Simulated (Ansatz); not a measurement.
**BN: response to strain**

The parent structure is BN in the h-BN type structure (space group P6_3/mmc, No. 194; a = 2.4997 Å, c = 6.5253 Å; layered, stacked along the Cartesian z axis). Axes: x lies along a and z along c of the hexagonal cell.

Strains are applied to the cell and any free atomic positions relax; under stress the whole cell relaxes.

Computed with plane-wave PAW DFT at the r2SCAN+rVV10 level (Ansatz, a quantum-chemistry and plane-wave program, 500 eV), no spin-orbit coupling, earlier PAW set.

Notes on the quantities. energy relative to the base: free energy F.

```csv
case,gap character,space group,energy relative to the base,band gap,volume per atom
base,–,P6_3/mmc (No. 194),0 meV/atom,4.74 eV,8.83 Å³
uniaxial strain ε_xx = −0.88 %,"indirect, k = (0.400, 0.267, 0) in the run's primitive reciprocal basis → Y",Cmcm (No. 63),+2.0 meV/atom,4.72 eV,8.75 Å³
uniaxial strain ε_yy = −0.84 %,"indirect, k = (0.267, 1/3, 0) in the run's primitive reciprocal basis → S",Cmcm (No. 63),+1.8 meV/atom,4.73 eV,8.75 Å³
"uniaxial stress, 8 GPa compression along x","indirect, k = (0.400, 0.267, 0) in the run's primitive reciprocal basis → Y",Cmcm (No. 63),[?],[?],[?]
tensor shear ε_yz = +1.84 %,"indirect, D → Y₂",C2/m (No. 12),+0.2 meV/atom,4.72 eV,8.83 Å³
```

What belongs in the blanks?


- uniaxial stress, 8 GPa compression along x, energy relative to the base: +1.9 meV/atom
- uniaxial stress, 8 GPa compression along x, band gap: 4.71 eV
- uniaxial stress, 8 GPa compression along x, volume per atom: 8.77 Å³

Stability under load was not tested beyond the relaxation. k-point labels follow each cell's own Brillouin zone.
